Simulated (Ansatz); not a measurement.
The starting structures come from a database of crystals and need not be the phases stable at ambient conditions.

By PBEsol, the system below comes out a metal.

```yaml
crystal:
  lattice:
    - [5.59400, 0.00000, 0.00000]
    - [0.00000, 7.55353, 0.00000]
    - [0.00000, 3.77676, 2.18052]
  atoms:
    - { symbol: Sn, position: [0.25000, 0.33333, 0.00000] }
    - { symbol: Sn, position: [0.75000, 0.66667, 0.00000] }
    - { symbol: Au, position: [0.50000, 0.00000, 0.00000] }
    - { symbol: Au, position: [0.00000, 0.00000, 0.00000] }
```

Space group of this cell: P6_3/mmc, NiAs type. The cell is taken as given; by PBEsol its mean pressure is -1.8 GPa.

The current flows along the normal of the first two printed cell vectors, the (110) plane of the conventional cell. No spin-orbit coupling; the value is a mean over 0.1 eV about the Fermi level.

Question: Estimate the ballistic conductance per area that PBEsol run with Ansatz (an electronic-structure program) returns for this system.

Answer: 0.72 × 10¹⁵ S/m² for both spins.
